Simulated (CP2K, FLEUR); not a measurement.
A FLEUR input for a self-consistent single point of YMg₃ (P6_3/mmc, 8 atoms in the cell) (DFT, LDA (Perdew-Zunger), all-electron FLAPW (FLEUR), scalar-relativistic valence):

Input of the input generator:

```
YMg3 FLAPW
&input film=f /
1.0000000000 0.0000000041 0.0000000000
-0.5000000035 0.8660254018 0.0000000000
0.0000000000 0.0000000000 0.7729370525
12.6326866413
1.0 1.0 1.0

8
39 0.6666666667 0.3333333333 0.2500000000
39 0.3333333333 0.6666666667 0.7500000000
12 0.1626150000 0.3252300000 0.2500000000
12 0.8373850000 0.6747700000 0.7500000000
12 0.8373850000 0.1626150000 0.7500000000
12 0.1626150000 0.8373850000 0.2500000000
12 0.6747700000 0.8373850000 0.2500000000
12 0.3252300000 0.1626150000 0.7500000000

&comp jspins=1 /
&exco xctyp='pz' /
&kpt div1=4 div2=4 div3=5 gamma=t /
&end /
```

```xml
<?xml version="1.0" encoding="UTF-8" standalone="no"?>
<fleurInput fleurInputVersion="0.39">
   <comment>
      YMg3 FLAPW                                                                                          
   </comment>
   <calculationSetup>
      <cutoffs Kmax="3.8" Gmax="13.3" GmaxXC="13.3" numbands="0"/>
      <scfLoop itmax="100" minDistance="0.00001" maxIterBroyd="15" imix="Anderson" alpha="0.05" precondParam="0.0" spinf="2.0"/>
      <coreElectrons ctail="T" frcor="F" kcrel="0" coretail_lmax="0"/>
      <xcFunctional name="pz" relativisticCorrections="F"/>
      <magnetism jspins="1"/>
      <soc l_soc="F" theta="0.0" phi="0.0" spav="F"/>
      <expertModes spex="0" secvar="F"/>
      <geometryOptimization l_f="T" forcealpha="1.0" forcemix="BFGS" epsdisp="0.00001" epsforce="0.00001"/>
      <ldaU l_linMix="F" mixParam="0.05" spinf="1.0"/>
   </calculationSetup>
   <cell>
      <bzIntegration valenceElectrons="82.0" mode="gauss" fermiSmearingEnergy="0.00734986">
         <kPointListSelection listName="default-1"/>
         <!-- k-points included here -->
         <xi:include xmlns:xi="http://www.w3.org/2001/XInclude" href="kpts.xml"> </xi:include>
      </bzIntegration>
      <!-- symmetry operations included here -->
      <xi:include xmlns:xi="http://www.w3.org/2001/XInclude" href="sym.xml"> </xi:include>
      <bulkLattice scale="1.0">
         <bravaisMatrix>
            <row-1>   12.6326866412999994     0.0000000517940152     0.0000000000000000</row-1>
            <row-2>   -6.3163433648644025    10.9402275243453246     0.0000000000000000</row-2>
            <row-3>    0.0000000000000000     0.0000000000000000     9.7642715776825462</row-3>
         </bravaisMatrix>
      </bulkLattice>
   </cell>
   <atomSpecies>
      <species name="Yttrium (Y)" element="Y" atomicNumber="39">
         <mtSphere radius="2.68" gridPoints="925" logIncrement="0.014"/>
         <atomicCutoffs lmax="10" lnonsphr="8"/>
         <electronConfig flipSpins="F">
            <coreConfig>(1s1/2) (2s1/2) (2p1/2) (2p3/2) (3s1/2) (3p1/2) (3p3/2) (3d3/2) (3d5/2)</coreConfig>
            <valenceConfig>(4s1/2) (4p1/2) (4p3/2) (5s1/2) (4d3/2) (4d5/2)</valenceConfig>
            <stateOccupation state="(4d3/2)" spinUp="0.2" spinDown="0.2"/>
            <stateOccupation state="(4d5/2)" spinUp="0.3" spinDown="0.3"/>
         </electronConfig>
         <energyParameters s="5" p="5" d="4" f="4"/>
         <lo type="SCLO" l="0" n="4" eDeriv="0"/>
         <lo type="SCLO" l="1" n="4" eDeriv="0"/>
      </species>
      <species name="Magnesium (Mg)" element="Mg" atomicNumber="12">
         <mtSphere radius="2.68" gridPoints="925" logIncrement="0.013"/>
         <atomicCutoffs lmax="10" lnonsphr="8"/>
         <electronConfig flipSpins="F">
            <coreConfig>(1s1/2)</coreConfig>
            <valenceConfig>(2s1/2) (2p1/2) (2p3/2) (3s1/2)</valenceConfig>
         </electronConfig>
         <energyParameters s="3" p="3" d="3" f="4"/>
         <lo type="SCLO" l="0" n="2" eDeriv="0"/>
         <lo type="SCLO" l="1" n="2" eDeriv="0"/>
      </species>
   </atomSpecies>
   <atomGroups>
      <atomGroup species="Yttrium (Y)">
         <relPos label="                   1">-1.000/3.000 1.000/3.000 1.000/4.000</relPos>
         <relPos label="                   2">1.000/3.000 -1.000/3.000 -1.000/4.000</relPos>
         <force calculate="T" relaxXYZ="TTT"/>
      </atomGroup>
      <atomGroup species="Magnesium (Mg)">
         <relPos label="                   3">.1626150000 .3252300000 1.000/4.000</relPos>
         <relPos label="                   4">-.1626150000 -.3252300000 -1.000/4.000</relPos>
         <relPos label="                   5">-.1626150000 .1626150000 -1.000/4.000</relPos>
         <relPos label="                   6">.1626150000 -.1626150000 1.000/4.000</relPos>
         <relPos label="                   7">-.3252300000 -.1626150000 1.000/4.000</relPos>
         <relPos label="                   8">.3252300000 .1626150000 -1.000/4.000</relPos>
         <force calculate="T" relaxXYZ="TTT"/>
      </atomGroup>
   </atomGroups>
   <output dos="F" band="F" slice="F">
      <checks vchk="F" cdinf="F"/>
      <bandDOS minEnergy="-.5*Htr" maxEnergy="0.5*Htr" sigma="0.015" storeEVData="T"/>
      <vacuumDOS vacdos="F" integ="F" star="F" nstars="0" locx1="0.0" locy1="0.0" locx2="0.0" locy2="0.0" nstm="0" tworkf="0.0"/>
      <unfoldingBand unfoldBand="F" supercellX="1" supercellY="1" supercellZ="1"/>
      <plotting iplot="0" polar="F">
         <plot TwoD="T" vec1="  1.0  0.0  0.0" vec2="  0.0  1.0  0.0" vec3="  0.0  0.0  1.0" zero="  0.0  0.0  0.0" file="plot"/>
      </plotting>
      <chargeDensitySlicing numkpt="0" minEigenval="0.0" maxEigenval="0.0" nnne="0" pallst="F"/>
      <specialOutput eonly="F"/>
      <magneticCircularDichroism mcd="F" energyLo="-10.0" energyUp="0.0"/>
   </output>
  <!-- We include the file relax.xml here to enable relaxations (see documentation) -->
  <xi:include xmlns:xi="http://www.w3.org/2001/XInclude" href="relax.xml"> <xi:fallback/> </xi:include>
</fleurInput>
```

Write the same calculation as an input for CP2K.

This is the input that was run; spellings and numerical settings could be chosen otherwise.

```
&GLOBAL
  PROJECT calc
  RUN_TYPE ENERGY_FORCE
  PRINT_LEVEL MEDIUM
&END GLOBAL
&FORCE_EVAL
  METHOD Quickstep
  STRESS_TENSOR ANALYTICAL
  &DFT
    BASIS_SET_FILE_NAME BASIS_MOLOPT
    POTENTIAL_FILE_NAME GTH_POTENTIALS
    &QS
      METHOD GPW
      EPS_DEFAULT 1E-10
    &END QS
    &MGRID
      CUTOFF 1000
      REL_CUTOFF 40
      NGRIDS 5
    &END MGRID
    &SCF
      SCF_GUESS ATOMIC
      EPS_SCF 1E-7
      MAX_SCF 100
      ADDED_MOS 14
      &DIAGONALIZATION
        ALGORITHM STANDARD
      &END DIAGONALIZATION
      &MIXING
        METHOD BROYDEN_MIXING
        ALPHA 0.3
        NBUFFER 12
      &END MIXING
      &SMEAR ON
        METHOD GAUSSIAN
        SIGMA [eV] 0.2
      &END SMEAR
    &END SCF
    &KPOINTS
      SCHEME MACDONALD 4 4 5 0.125 0.125 0
    &END KPOINTS
    &XC
      &XC_FUNCTIONAL PADE
      &END XC_FUNCTIONAL
    &END XC
    &PRINT
      &MO
        EIGENVALUES T
        OCCUPATION_NUMBERS T
        NDIGITS 8
        FILENAME mo
        &EACH
          QS_SCF 0
        &END EACH
        ADD_LAST NUMERIC
      &END MO
      &MULLIKEN ON
      &END MULLIKEN
    &END PRINT
  &END DFT
  &SUBSYS
    &CELL
      A 6.68493000 0.00000000 0.00000000
      B -3.34246500 5.78931900 0.00000000
      C 0.00000000 0.00000000 5.16703000
      PERIODIC XYZ
    &END CELL
    &COORD
      SCALED
      Y        0.66666700     0.33333300     0.25000000
      Y        0.33333300     0.66666700     0.75000000
      Mg       0.16261500     0.32523000     0.25000000
      Mg       0.83738500     0.67477000     0.75000000
      Mg       0.83738500     0.16261500     0.75000000
      Mg       0.16261500     0.83738500     0.25000000
      Mg       0.67477000     0.83738500     0.25000000
      Mg       0.32523000     0.16261500     0.75000000
    &END COORD
    &KIND Y
      BASIS_SET DZVP-MOLOPT-SR-GTH-q11
      POTENTIAL GTH-PADE-q11
    &END KIND
    &KIND Mg
      BASIS_SET DZVP-MOLOPT-SR-GTH-q10
      POTENTIAL GTH-PADE-q10
    &END KIND
  &END SUBSYS
  &PRINT
    &FORCES ON
    &END FORCES
    &STRESS_TENSOR ON
    &END STRESS_TENSOR
  &END PRINT
&END FORCE_EVAL
```

Basis, cutoffs, solver keys and any potentials are the target program's own. This input uses DFT LDA (Pade form), GPW, DZVP-MOLOPT-SR-GTH basis, GTH-PADE potentials (GTH_POTENTIALS). LDA parametrisations can differ slightly between programs.

The starting cell comes from a database of computed structures (which also holds hypothetical and non-ambient phases and stackings), without a prior relaxation at this level.
